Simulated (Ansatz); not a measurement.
# Quick settings and what they miss: a (001) slab of Sr2Mg (cut from a parent of space group no. 71; 6 atoms in the cell)

Self-consistent single point.

```xyz
6
Lattice="4.0900 0.0000 0.0000 0.0000 4.3287 0.0000 0.0000 0.0000 25.6710" Properties=species:S:1:pos:R:3 pbc="T T T"
Sr     0.0000     0.0000    14.4170
Sr     2.0450     2.1644    11.2541
Sr     2.0450     2.1644     7.0000
Sr     0.0000     0.0000    18.6710
Mg     2.0450     2.1644    16.5440
Mg     0.0000     0.0000     9.1271
```

Method: LDA (PW92), default PAW files made with PBE (plane waves; Ansatz, a program for electronic structure).

Base settings: basis.ecutwfc = 420 eV; kpoints.mp_grid.grid = 9 8 1; hamiltonian.xc = lda; hamiltonian.pseudopotentials = {kind: paw} (the program's default PAW files); scf.occupations.method = cold; scf.occupations.width = 0.272 eV.

Tight run (finer mesh or higher cutoff; not a proven limit): basis.ecutwfc: 420 eV → 590 eV; kpoints.mp_grid.grid: 9 8 1 → 13 11 1; scf.convergence.dr2_threshold: default (1e-07 eV) → 1e-09 eV. It gave Fermi level (on the code's own zero) 1.72 eV; pressure averaged over the cell with its vacuum -1.13 GPa; largest force (vector length) 0.299 eV/Å.

Quick runs, as changes from the base:
- A: the base itself
- B: kpoints.mp_grid.grid: 9 8 1 → 4 4 1; scf.occupations.method: cold → gaussian; scf.occupations.width: 0.272 eV → 0.2 eV
- C: basis.ecutwfc: 420 eV → 210 eV; kpoints.mp_grid.grid: 9 8 1 → 8 8 1; hamiltonian.xc: lda → pbesol [PBEsol]
- D: basis.ecutwfc: 420 eV → 210 eV; kpoints.mp_grid.grid: 9 8 1 → 4 4 1; hamiltonian.xc: lda → pbesol [PBEsol]
- E: basis.ecutwfc: 420 eV → 295 eV; kpoints.mp_grid.grid: 9 8 1 → 4 4 1; scf.occupations.width: 0.272 eV → 0.136 eV; scf.convergence.dr2_threshold: default (1e-07 eV) → 0.0001 eV
- F: basis.ecutwfc: 420 eV → 250 eV; kpoints.mp_grid.grid: 9 8 1 → 3 3 1; scf.occupations.method: cold → methfessel_paxton; scf.occupations.width: 0.272 eV → 0.5 eV

Energies are extrapolated to zero smearing width, which holds to low order in the width alone.

Dashes: energy of C, D, another energy zero.

† marks runs with another functional, U, potentials or spin treatment: their distance from the tight run is not a convergence error alone.

The count of work is k-points × plane waves × bands × iterations; it is no time. 

The starting cell comes from a database of computed structures (which also holds hypothetical and non-ambient phases and stackings), without a prior relaxation at this level. The slab is cut from that crystal, and its faces are unrelaxed. Its lattice was rescaled in the plane by a random factor within 2.5 % of one.

```csv
run,energy less tight (meV/atom),largest miss in a force vector (eV/Å),count of work / tight
A,-0.5,0.006,0.28
B,24.4,0.103,0.11
C†,–,0.102,0.11
D†,–,0.194,0.040
E,35.5,0.144,0.050
F,163.8,0.108,0.026
```

Among the runs at the tight run's level, the energy misses run from 0.5 to 163.8 meV/atom.

Keys are those of Ansatz 0.2.
